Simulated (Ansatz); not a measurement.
## LiF, pressure series

Start from LiF in the rock salt structure (space group Fm-3m, No. 225; a = 4.068 Å).

Cell and atoms are relaxed at each pressure.

Calculations: PBE (Ansatz, a quantum-chemistry and plane-wave program; PAW; 420 eV plane waves; no SOC).

Candidates:
(a) pressure −1 GPa
(b) pressure 10 GPa
(c) pressure 5 GPa
(d) pressure 7.5 GPa
(e) pressure 0.7 GPa

For the base:

The band gap is 8.83 eV.

**Question.** Order them by band gap, highest first.

**Answer.** (b) pressure 10 GPa (9.90 eV), (d) pressure 7.5 GPa (9.66 eV), (c) pressure 5 GPa (9.41 eV), (e) pressure 0.7 GPa (8.92 eV), (a) pressure −1 GPa (8.70 eV)

Load acts through the strain it causes; cell and atoms are relaxed under it. No phonon test of stability was made. Competing high-pressure phases were not computed.
